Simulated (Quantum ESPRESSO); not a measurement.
σyy against uniaxial strain in cubic perovskite BaZrO3 (space group 221): C12 (Quantum ESPRESSO, PBEsol)

```
CELL_PARAMETERS angstrom
      4.12278     0.00000     0.00000
      0.00000     4.18556     0.00000
      0.00000     0.00000     4.18556
ATOMIC_POSITIONS crystal
  Ba 0.00000 0.00000 0.00000
  Zr 0.50000 0.50000 0.50000
  O  0.50000 0.00000 0.50000
  O  0.00000 0.50000 0.50000
  O  0.50000 0.50000 0.00000
```

Method: PBEsol, GBRV 1.5 ultrasoft (PBESOL) pseudopotentials (plane waves; Quantum ESPRESSO 7.5). Settings: ecutwfc = 52 Ry; ecutrho = 416 Ry; occupations = smearing; smearing = fermi-dirac; degauss = 0.000734986 Ry; potentials = {Ba: ba_pbesol_v1.uspp.F.UPF, Zr: zr_pbesol_v1.uspp.F.UPF, O: o_pbesol_v1.2.uspp.F.UPF}; K_POINTS = automatic 10 10 10 0 0 0; conv_thr = 1e-10 Ry; mixing_beta = 0.7. The cell above is the first row's. The rows stretch one cube axis (x) by the strain ε and hold the other two. Stress is positive in tension. In all rows fractional positions and the k mesh are held.

| ε (%) | σyy (GPa) |
|---|---|
| -1.5 | -1.12 |
| -1.0 | -0.67 |
| -0.5 | -0.24 |
| 0.0 | 0.18 |
| 0.5 | 0.59 |
| 1.0 | 0.99 |
| 1.5 | 1.39 |
| 2.0 | ? |

Question: Using a parabola, estimate the missing σyy at ε = 2.0 from the other rows, showing the fit.

Answer: Least squares gives σyy = 0.180 + 0.8343·ε - 0.0200·ε². Residuals (row less fit): -0.004, 0.004, 0.002, 0.000, -0.002, -0.004, 0.004; standard error 0.004 (degrees of freedom: 4). The slope at ε = 0, 0.8343 GPa per cent, gives C12 ≈ 100 × 0.8343 = 83 GPa, for the static lattice. At the withheld row, σyy = 0.180 + 0.8343 × 2.0 - 0.0200 × 2.0² = 1.769 GPa. The calculation gives 1.77 GPa, which the fit meets to the printed digits. The row lies outside the fitted rows, so this is an extrapolation. From the scatter of the fitted rows alone, a prediction at this place has a standard error of 0.008 GPa, so the miss is 0.1 times that.

Carrying the step between the two nearest rows on in a straight line would have given 1.79, off by 0.02; series whose last step already gives the withheld value aren't shown. The reference cell has the volume at which an earlier scan in this program and functional put its minimum by a fit. The runs keep the symmetry of the cell, so they don't test it for distortions. The unstrained cell stands at a pressure of -0.18 GPa, and the constants belong to that pressure. By symmetry this strain leaves no force on the atoms; the largest in the rows is 0.000 eV/Å. Spin-orbit coupling is off. Cutoffs and mesh are single choices, not tested for convergence of this quantity. Series with a scatter that would blur these digits, or in which a gap closes, are not shown. Strain series were run only where this level's volume lies within 10 % of a first guess from the measured size.
